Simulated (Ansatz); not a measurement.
Base system: SiC in the zinc blende structure (space group F-43m, No. 216; a = 4.356 Å).

It is then changed as follows: an isotropic linear strain of +5.41 %; the atoms relax in the strained cell.

Calculations: DFT with r2SCAN, PAW potentials and a 500 eV plane-wave cutoff in Ansatz (a quantum-chemistry and plane-wave program), scalar-relativistic without spin-orbit coupling.

Base, band edges from the VBM (valence, conduction): X -3.33, 1.71; W -4.81, 5.72; L -1.11, 5.99; Γ 0.00, 6.82; K -2.71, 3.53; U -2.71, 3.53 eV.

Q: Give the band edges at the high-symmetry points of the new zone, measured from its valence-band maximum.

A: 
| point | valence edge (eV) | conduction edge (eV) |
|---|---|---|
| Γ | 0.00 | 4.87 |
| X | -3.02 | 1.80 |
| U | -2.48 | 3.34 |
| K | -2.48 | 3.34 |
| L | -1.06 | 4.52 |
| W | -4.24 | 5.47 |

The gap is 1.80 eV, indirect, Γ → X.

Gaps are Kohn–Sham eigenvalue differences; semilocal functionals usually give less than the measured gap. No phonon test of stability was made.
